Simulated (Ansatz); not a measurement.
# Point defect H interstitial started at a bond centre in zinc-blende GaSb

Computed with PBE, PAW (plane waves to 420 eV; Ansatz, an electronic-structure program). Set-up: 64-site cell; 2×2×2 shifted k-points; start: bond centre of Ga and Sb, 2.69 Å; no spin–orbit coupling; the functional closes the host's gap; energies good to tenths of an eV.

Neighbours after relaxation, in Å: of the H atom: Ga 1.80, Sb 1.80.

The name describes the start; the neighbours show where the atoms ended.

```csv
charge,moment (μB),largest move off a lattice site (Å)
0†,quenched,0.46
```

† Not settled in this cell, so no level is given: charge 0: a level filled in part.

Starting moments that weren't kept: charge 0 began with 1 μB and ended with 0.0.

No other site or start that was run ended lower by more than 0.1 eV.
